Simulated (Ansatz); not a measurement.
Response to strain in Ge2Sb2Te5

Take Ge2Sb2Te5 (space group P-3m1, No. 164) as the base.

```
CELL_PARAMETERS angstrom
      4.22357     0.00000     0.00000
     -2.11179     3.65772     0.00000
      0.00000     0.00000    16.87175
ATOMIC_POSITIONS crystal
  Te 0.00000 0.00000 0.00000
  Ge 0.66667 0.33333 0.10036
  Ge 0.33333 0.66667 0.89964
  Te 0.33333 0.66667 0.19856
  Te 0.66667 0.33333 0.80144
  Sb 0.00000 0.00000 0.31709
  Sb 0.00000 0.00000 0.68291
  Te 0.66667 0.33333 0.41911
  Te 0.33333 0.66667 0.58089
```

Cartesian axes are those of the cell as printed.

Strains are applied to the cell and any free atomic positions relax; under biaxial strain the out-of-plane vector relaxes too.

Method: PBEsol/PAW in Ansatz (an electronic-structure program), without spin-orbit coupling, earlier PAW set.

Question: Only one of these has no band gap. Which?
(A) biaxial strain +2.15 %, plane normal [001], relaxed out of plane
(B) biaxial strain −1.51 %, plane normal [001], relaxed out of plane
(C) isotropic strain +0.62 %
(D) isotropic strain +1.42 %
(E) strain tensor (xx, yy, zz, yz, xz, xy) = (+1.48, +0.79, −0.25, +0.11, −0.51, −0.42) %

Answer: B, biaxial strain −1.51 %, plane normal [001], relaxed out of plane. Computed: biaxial strain +2.15 %, plane normal [001], relaxed out of plane: 0.15 eV; strain tensor (xx, yy, zz, yz, xz, xy) = (+1.48, +0.79, −0.25, +0.11, −0.51, −0.42) %: 0.16 eV; isotropic strain +1.42 %: 0.33 eV; biaxial strain −1.51 %, plane normal [001], relaxed out of plane: zero; isotropic strain +0.62 %: 0.22 eV

A case with no gap was solved on a k-mesh chosen for an insulator, which is coarse for it. With Sb and Te present, leaving out spin-orbit coupling can change the band edges. No phonon test of stability was made. All final runs are without spin polarisation. A zero or small gap of Ge2Sb2Te5 can be the functional's error rather than a property of the material.
